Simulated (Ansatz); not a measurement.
A computed series for HfN: response to strain

The reference is HfN in the rock salt structure (space group Fm-3m, No. 225; a = 4.4683 Å; relaxed with 0.1 eV smearing). Axes: x, y, z lie along the cube axes.

Strains are applied to the cell and any free atomic positions relax.

All numbers come from Ansatz (a quantum-chemistry and plane-wave program) LDA, no SOC.

Notes on the quantities. pressure: mean of the normal stresses, compression positive; energy relative to the base: free energy F.

| change | volume per atom | pressure | energy relative to the base |
|---|---|---|---|
| base | 11.15 Å³ | 0.0 GPa | 0 meV/atom |
| uniaxial strain ε_zz = −3.00 % | 10.82 Å³ | 10.5 GPa | +24 meV/atom |
| uniaxial strain ε_zz = −2.50 % | 10.87 Å³ | 8.5 GPa | +16 meV/atom |
| uniaxial strain ε_zz = −2.00 % | 10.93 Å³ | 6.7 GPa | +10 meV/atom |
| uniaxial strain ε_zz = −1.50 % | 10.98 Å³ | ? | ? |
| uniaxial strain ε_zz = −0.50 % | 11.10 Å³ | 1.5 GPa | +0.6 meV/atom |
| uniaxial strain ε_zz = +0.50 % | 11.21 Å³ | -1.5 GPa | +0.6 meV/atom |
| uniaxial strain ε_zz = +1.50 % | 11.32 Å³ | -4.2 GPa | +5.0 meV/atom |
| uniaxial strain ε_zz = +2.00 % | 11.37 Å³ | -5.5 GPa | +8.7 meV/atom |
| uniaxial strain ε_zz = +2.50 % | 11.43 Å³ | -6.7 GPa | +13 meV/atom |

Q: Complete the table.

A: 
- uniaxial strain ε_zz = −1.50 %, pressure: 4.9 GPa
- uniaxial strain ε_zz = −1.50 %, energy relative to the base: +5.6 meV/atom

Stability against distortions was not tested. All final runs are without spin polarisation. An odd electron count without spin: HfN.
